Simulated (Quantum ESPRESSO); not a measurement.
## Quick settings and what they miss: Ta3Ru (Fm-3m, 4 atoms in the cell)

Self-consistent single point.

```xyz
4
Lattice="0.0000 3.1378 3.1378 3.1378 0.0000 3.1378 3.1378 3.1378 0.0000" Properties=species:S:1:pos:R:3 pbc="T T T"
Ta     1.5689     1.5689     1.5689
Ta     4.7067     4.7067     4.7067
Ta     3.1378     3.1378     3.1378
Ru     0.0000     0.0000     0.0000
```

Level of theory: PBEsol, PseudoDojo standard norm-conserving (PBESOL) pseudopotentials (plane waves; Quantum ESPRESSO).

Base settings: ecutwfc = 85 Ry; occupations = smearing; smearing = fermi-dirac; degauss = 0.0073499 Ry; potentials = {Ta: Ta.upf, Ru: Ru.upf}; K_POINTS = automatic 6 6 6 0 0 0; conv_thr = 1e-10 Ry; mixing_beta = 0.4.

Tight run (finer mesh or higher cutoff; not a proven limit): ecutwfc: 85 Ry → 119 Ry; conv_thr: 1e-10 Ry → 7.3e-11 Ry; K_POINTS: automatic 6 6 6 0 0 0 → automatic 9 9 9 0 0 0. It gave Fermi level (on the code's own zero) 21.66 eV; pressure 15.33 GPa.

Quick runs, as changes from the base:
- A: the base itself
- B: ecutwfc: 85 Ry → 51 Ry; smearing: fermi-dirac → marzari-vanderbilt; degauss: 0.0073499 Ry → 0.0099958 Ry; K_POINTS: automatic 6 6 6 0 0 0 → automatic 1 1 1 0 0 0
- C: ecutwfc: 85 Ry → 59 Ry; K_POINTS: automatic 6 6 6 0 0 0 → automatic 8 8 8 0 0 0
- D: ecutwfc: 85 Ry → 59 Ry; smearing: fermi-dirac → methfessel-paxton; degauss: 0.0073499 Ry → 0.0147 Ry; conv_thr: 1e-10 Ry → 7.3e-06 Ry; K_POINTS: automatic 6 6 6 0 0 0 → automatic 4 4 4 0 0 0
- E: ecutwfc: 85 Ry → 42 Ry; conv_thr: 1e-10 Ry → 7.3e-05 Ry; K_POINTS: automatic 6 6 6 0 0 0 → automatic 2 2 2 0 0 0
- F: ecutwfc: 85 Ry → 42 Ry; smearing: fermi-dirac → methfessel-paxton; degauss: 0.0073499 Ry → 0.019992 Ry; conv_thr: 1e-10 Ry → 7.3e-05 Ry; K_POINTS: automatic 6 6 6 0 0 0 → automatic 4 4 4 1 1 1

Energies are extrapolated to zero smearing width, which holds to low order in the width alone (under cold and Methfessel-Paxton smearing the free energy itself is taken).

Dashes: time of B, D, E, F, under 30 s; pressure of D, E, F, not trusted under this conv_thr with d or f elements.

The count of work is k-points × plane waves × bands × iterations; it is no time. Core times come from one kind of shared machine and are given to one figure; runs under 30 s give none.

The starting cell comes from a database of computed structures (which also holds hypothetical and non-ambient phases and stackings), without a prior relaxation at this level. Its lattice was rescaled by a random factor within 2.5 % of one. Spin polarisation is off. In the base run, with a pressure of about 15 GPa the cell is away from its equilibrium volume at this level.

| run | energy less tight (meV/atom) | pressure less tight (GPa) | count of work / tight | core time / tight (rough) |
|---|---|---|---|---|
| A | -2.2 | -0.30 | 0.28 | 0.3 |
| B | -71.5 | -12.36 | 0.0082 | – |
| C | 62.7 | -4.76 | 0.29 | 0.4 |
| D | 74.7 | – | 0.045 | – |
| E | 610.6 | – | 0.011 | – |
| F | 882.5 | – | 0.030 | – |

Among the runs at the tight run's level, the energy misses run from 2.2 to 882.5 meV/atom.
